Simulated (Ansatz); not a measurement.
System: AlPt3 (I4/mcm, No. 140, 8 atoms in the cell; start mp-1080448). Method: PBEsol (plane waves, PAW; Ansatz, a quantum-chemistry and plane-wave program).

Run with plane-wave cutoff 520 eV, 14×14×14 k mesh, Fermi–Dirac smearing 0.05 eV, scalar-relativistic PAW data made under PBE.

Cell (relaxed at this level):

```
AlPt3
1.0
   -2.72752     2.72752     3.91399
    2.72752    -2.72752     3.91399
    2.72752     2.72752    -3.91399
Al Pt
2 6
Direct
  0.75000   0.25000   0.50000
  0.25000   0.75000   0.50000
  0.75000   0.75000   0.00000
  0.25000   0.25000   0.00000
  0.21719   0.71719   0.93438
  0.78281   0.28281   0.06562
  0.71719   0.78281   0.50000
  0.28281   0.21719   0.50000
```

Q: Predict the bulk modulus.

A: 
* **bulk modulus**: 249 GPa

The run finds no gap.

Note: the bulk modulus is −V dP/dV from two relaxed cells at ±2 % in volume; the relaxation could not lower the start's symmetry, so the cell can be a saddle point above a distorted one.

Spin–orbit coupling is not included.

Static lattice: no zero-point or thermal effects.

Computing time: roughly 15 core-minutes.

A start named mp-… is a Materials Project structure, which need not be a measured phase.
